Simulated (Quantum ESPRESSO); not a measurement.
```yaml
crystal:
  lattice:
    - [3.86568, 0.00000, 0.00000]
    - [0.00000, 3.86568, 0.00000]
    - [0.00000, 0.00000, 3.86568]
  atoms:
    - { symbol: Nb, position: [0.00000, 0.00000, 0.01293] }
    - { symbol: Ru, position: [0.00000, 0.50000, 0.50000] }
    - { symbol: Ru, position: [0.50000, 0.00000, 0.50000] }
    - { symbol: Ru, position: [0.50000, 0.50000, 0.00000] }
```

Computed with LDA (PZ), GBRV 1.5 ultrasoft (LDA) pseudopotentials (plane waves; Quantum ESPRESSO).

The set-up and first iterations of a Quantum ESPRESSO log for NbRu₃ (P4mm, 4 atoms in the cell):

```
     Message from routine iosys:
     BEWARE:  force calculation with tetrahedra (not recommanded)
     Message from routine iosys:
     BEWARE: stress calculation with tetrahedra (not recommanded)
     Message from routine setup:
     using ibrav=0 with symmetry is DISCOURAGED, use correct ibrav instead
     [opt_tetra]  Optimized tetrahedron method is used.
     G-vector sticks info
     --------------------
     sticks:   dense  smooth     PW     G-vecs:    dense   smooth      PW
     Sum        1353     673    213                37561    13301    2325

     bravais-lattice index     =            0
     lattice parameter (alat)  =       7.3051  a.u.
     unit-cell volume          =     389.8304 (a.u.)^3
     number of atoms/cell      =            4
     number of atomic types    =            2
     number of electrons       =        61.00
     number of Kohn-Sham states=           37
     kinetic-energy cutoff     =      40.0000  Ry
   [... lines left out ...]
         1        Nb     tau(   1) = (   0.0000000   0.0000000   0.0129340  )
         2        Ru     tau(   2) = (   0.0000000   0.5000000   0.5000000  )
         3        Ru     tau(   3) = (   0.5000000   0.0000000   0.5000000  )
         4        Ru     tau(   4) = (   0.5000000   0.5000000   0.0000000  )

   Crystallographic axes

     site n.     atom                  positions (cryst. coord.)
         1        Nb     tau(   1) = (  0.0000000  0.0000000  0.0129340  )
         2        Ru     tau(   2) = (  0.0000000  0.5000000  0.5000000  )
         3        Ru     tau(   3) = (  0.5000000  0.0000000  0.5000000  )
         4        Ru     tau(   4) = (  0.5000000  0.5000000  0.0000000  )

     number of k points=    40 (tetrahedron method)
                       cart. coord. in units 2pi/alat
        k(    1) = (   0.0000000   0.0000000   0.0000000), wk =   0.0092593
        k(    2) = (   0.0000000   0.0000000   0.1666667), wk =   0.0185185
        k(    3) = (   0.0000000   0.0000000   0.3333333), wk =   0.0185185
   [... 37 lines left out ...]

     Dense  grid:    37561 G-vectors     FFT dimensions: (  45,  45,  45)

     Smooth grid:    13301 G-vectors     FFT dimensions: (  30,  30,  30)

     Initial potential from superposition of free atoms

     starting charge      57.9978, renormalised to      61.0000

     negative rho (up, down):  2.123E-01 0.000E+00
     Self-consistent Calculation

     iteration #  1     ecut=    40.00 Ry     beta= 0.70

---- Real-time Memory Report at c_bands before calling an iterative solver
           166 MiB given to the printing process from OS
            71 MiB allocation reported by mallinfo(arena+hblkhd)
------------------

     negative rho (up, down):  2.098E-01 0.000E+00

     total energy              =    -700.37607897 Ry
     estimated scf accuracy    <       2.96184986 Ry

     iteration #  2     ecut=    40.00 Ry     beta= 0.70

---- Real-time Memory Report at c_bands before calling an iterative solver
           212 MiB given to the printing process from OS
            81 MiB allocation reported by mallinfo(arena+hblkhd)
------------------

     negative rho (up, down):  2.088E-01 0.000E+00

     total energy              =    -700.38814688 Ry
     estimated scf accuracy    <       3.26568128 Ry

     iteration #  3     ecut=    40.00 Ry     beta= 0.70

---- Real-time Memory Report at c_bands before calling an iterative solver
           214 MiB given to the printing process from OS
            81 MiB allocation reported by mallinfo(arena+hblkhd)
------------------

     negative rho (up, down):  2.103E-01 0.000E+00

     total energy              =    -700.58556690 Ry
     estimated scf accuracy    <       7.44111596 Ry
```

Problem. How does the run end?

Solution. The run ended unconverged after 100 iterations. It gives no final result for the task that was set. The log goes on:

```
   [... 95 blocks of this kind left out ...]

     iteration # 99     ecut=    40.00 Ry     beta= 0.70

---- Real-time Memory Report at c_bands before calling an iterative solver
   [... lines left out ...]
            84 MiB allocation reported by mallinfo(arena+hblkhd)
------------------

     negative rho (up, down):  2.104E-01 0.000E+00

     total energy              =    -701.43433683 Ry
     estimated scf accuracy    <       0.00000106 Ry

     iteration #100     ecut=    40.00 Ry     beta= 0.70

---- Real-time Memory Report at c_bands before calling an iterative solver
           224 MiB given to the printing process from OS
            84 MiB allocation reported by mallinfo(arena+hblkhd)
------------------

     negative rho (up, down):  2.104E-01 0.000E+00

     total energy              =    -701.43433680 Ry
     estimated scf accuracy    <       0.00000105 Ry
     End of self-consistent calculation

     convergence NOT achieved after 100 iterations: stopping

   JOB DONE.
```

The starting cell comes from a database of computed structures (which also holds hypothetical and non-ambient phases and stackings), without a prior relaxation at this level. Its lattice was rescaled by up to half a per cent. One atom was moved a little off its site on purpose.

The run was DFT, LDA (PZ), plane waves, GBRV 1.5 ultrasoft (LDA) pseudopotentials. Main settings of its input:

| setting | value |
|---|---|
| ecutwfc | 40 Ry |
| ecutrho | 320 Ry |
| occupations | tetrahedra_opt |
| potentials | {Nb: nb_lda_v1.uspp.F.UPF, Ru: ru_lda_v1.2.uspp.F.UPF} |
| K_POINTS | automatic 6 6 6 0 0 0 |
| conv_thr | 1e-10 Ry |
